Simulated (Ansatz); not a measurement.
What x(Li) = 0.667, 3 atoms, I4/mmm does to Rb

Base system: Rb in the bcc (W type) structure (space group Im-3m, No. 229; a = 5.6710 Å).

The other end (x = 1) is Li in the bcc (W type) structure (space group Im-3m, No. 229): 20.25 Å³/atom, gap zero.

It is then changed as follows: a fraction x = 0.667 of the Rb sites is given to Li, ordered in a cell of 3 atoms (starting symmetry I4/mmm) and fully relaxed.

All numbers come from PBE/PAW in Ansatz (a first-principles code), spin-orbit coupling left out, earlier PAW set. k-mesh 16×16×16 (Γ-centred); smearing 0.05 eV (Fermi–Dirac), for the changed cell.

* **Density**: 1.38 g/cm³ (base 1.56 g/cm³)
* **Band gap**: zero (base zero)
* **Mixing energy**: +0.15 eV/atom (to 0.01 eV only: unlike meshes or grids)

Each cell is one ordered arrangement of few atoms, which overstates ordering effects compared with a random alloy. No phonon test of stability was made. All final runs are without spin polarisation. An odd electron count without spin: RbLi2.
